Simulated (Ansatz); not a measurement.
Functionals compared on the (21-31) surface of hcp Be in its 1x1 cell, outermost plane spacing 0.12 Å in the ideal cut, in Ansatz (plane waves, PAW). The structure was relaxed with PBE; the other rows are single points on it, each with its references at the same level. Cutoff 420 eV (500 eV for r2SCAN).

Set-up: 30 atoms, 10.3 Å thick at the start (thin: gaps and levels are the slab's own); mesh 9x7x1; 0.1 eV smearing; dipole correction on; all atoms relaxed; symmetry of the start imposed; no spin, no spin-orbit, no U. These notes are the PBE run's.

| functional | surface energy (J/m²) | work function of the top face (eV) | rough cost of the single point |
|---|---|---|---|
| PBE | 2.32 | 4.49 | – |
| LDA | 2.59 | 4.67 | very roughly 90 core-seconds |
| PBEsol | 2.50 | 4.54 | very roughly 90 core-seconds |
| RPBE | [?] | [?] | around 90 core-seconds (rough) |
| r2SCAN | 2.40 | 4.50 | around 2.5 core-minutes (rough) |

Q: What belongs in the gaps?

A: 
- RPBE, surface energy (J/m²): 2.17
- RPBE, work function of the top face (eV): 4.41

Ansatz is a quantum-chemistry and plane-wave program.
